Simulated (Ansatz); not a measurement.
1T (CdI2-type) MnBr₂ was calculated with r²SCAN-D4 (Ansatz, a program for electronic structure, PAW).

Settings: plane-wave cutoff 560 eV, 12×12×6 k mesh (along the axes of the cell as run), Fermi–Dirac smearing 0.01 eV, spin-polarised with parallel moments, scalar-relativistic PAW data made under PBE.

Energies at three volumes about the minimum:

```
V (Å³/atom)  E − E_lowest (meV/atom)
-----------  -----------------------
26.436                          0.65
26.976                          0.00
27.515                          0.50
```

Fit a parabola by hand: where is the minimum, and what is the bulk modulus?

Slopes: (0.00 − 0.65)/(26.976 − 26.436) = -1.204 and (0.50 − 0.00)/(27.515 − 26.976) = 0.928 meV/Å³. Curvature E″ = 2 × (0.928 − (-1.204))/(27.515 − 26.436) = 3.952 meV/Å⁶. From the middle of the first interval, the slope vanishes at V0 = 26.7060 − (-1.204)/3.952 = 27.011 Å³/atom. B = V0 E″ = 27.011 × 3.952 meV/Å³ × 0.1602 GPa per meV/Å³ = 17.1 GPa. The full Birch–Murnaghan fit to all volumes gives V0 = 26.987 Å³/atom and B0 = 16.8 GPa.

Shape and atoms are relaxed at each volume.

Note: the magnetic order was assumed, not searched for or taken from measurement; the bulk modulus comes from volumes at which shape and atoms were relaxed.
